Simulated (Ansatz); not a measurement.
The starting structures come from a database of crystals and need not be the phases stable at ambient conditions.

The decay constant κ of evanescent states in the gap governs leakage through a thin film.

```
CuI
1.0
    7.05292     0.00000     0.00000
    3.52646     7.39234    -0.07152
    3.52646    -0.54177     1.96260
Cu I
2 2
Direct
  0.73934   0.59400   0.59400
  0.26066   0.40600   0.40600
  0.89619   0.77048   0.77048
  0.10381   0.22952   0.22952
```

Space group of this cell: P-3m1. The cell was relaxed by PBE-D3(BJ); by r2SCAN its mean pressure is 1.4 GPa.

Transport runs along the normal of the first two printed cell vectors, the (111) plane of the conventional cell.

No gap correction and no spin-orbit coupling; mid-gap values are interpolated between computed energies.

**Question.** Estimate the band gap and the smallest decay constant κ at mid-gap that r2SCAN in Ansatz (a program for electronic structure) returns for this system.

**Answer.** Gap 2.10 eV on a 16×16×16 mesh; κ = 0.189 1/Å, at the zone centre.
